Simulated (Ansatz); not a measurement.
The starting structures come from a database of crystals and need not be the phases stable at ambient conditions.

Inside the gap of an insulator the Bloch states are evanescent, with a wavenumber k + iκ along the transport direction.

```
CELL_PARAMETERS angstrom
      6.50978     0.00000     0.00000
      3.25489     7.75389     0.00000
      3.25489     0.00000     3.25489
ATOMIC_POSITIONS crystal
  Cs 0.64806 0.70388 0.00000
  Cs 0.35194 0.29612 0.00000
  Ca 0.00000 0.00000 0.00000
  H  0.85148 0.29704 0.00000
  H  0.14852 0.70296 0.00000
  H  0.00000 0.00000 0.50000
  H  0.50000 0.00000 0.50000
```

Space group of this cell: I4/mmm. The cell is taken as given.

Transport runs along the normal of the first two printed cell vectors, the (110) plane of the conventional cell.

The gap is the functional's own, uncorrected, and κ follows it; spin-orbit coupling is left out. Mid-gap values are interpolated between the computed energies.

Q: Estimate the band gap and the smallest decay constant κ at mid-gap that r2SCAN (Ansatz, a first-principles code) returns for this system.

A: Gap 3.46 eV on a 10×10×10 mesh; κ = 0.328 1/Å, at (0.500, 0.250) of the in-plane reciprocal vectors. At the zone centre, at the nearest computed energy, the slowest state has κ = 0.36 1/Å.
